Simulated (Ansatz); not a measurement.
# WSi2, response to strain

Start from WSi₂ (space group I4/mmm, No. 139; a = 3.212 Å, c = 7.807 Å; relaxed with 0.1 eV smearing). Axes: x, y, z lie along a, b, c of the conventional cell.

Strains are applied to the cell and any free atomic positions relax; under biaxial strain the out-of-plane vector relaxes too; under stress the whole cell relaxes.

Calculations: DFT with r2SCAN, PAW potentials and a 500 eV plane-wave cutoff in Ansatz (a quantum-chemistry and plane-wave program), spin-orbit coupling left out, earlier PAW set.

Notes on the quantities. energy relative to the base: free energy F.

| case | energy relative to the base | volume per atom | space group |
|---|---|---|---|
| base | 0 meV/atom | 13.42 Å³ | I4/mmm (No. 139) |
| biaxial strain −1.64 %, plane normal [001], relaxed out of plane | +12 meV/atom | 13.07 Å³ | I4/mmm (No. 139) |
| biaxial strain +0.53 %, plane normal [001], relaxed out of plane | +1.2 meV/atom | 13.54 Å³ | I4/mmm (No. 139) |
| uniaxial stress, 8 GPa tension along z | +5.4 meV/atom | 13.56 Å³ | I4/mmm (No. 139) |
| uniaxial stress, 8 GPa compression along x | +6.3 meV/atom | 13.27 Å³ | Immm (No. 71) |
| uniaxial stress, 0.5 GPa compression along z | 0.0 meV/atom | 13.42 Å³ | I4/mmm (No. 139) |

Stability under load was not tested beyond the relaxation. All final runs are without spin polarisation.
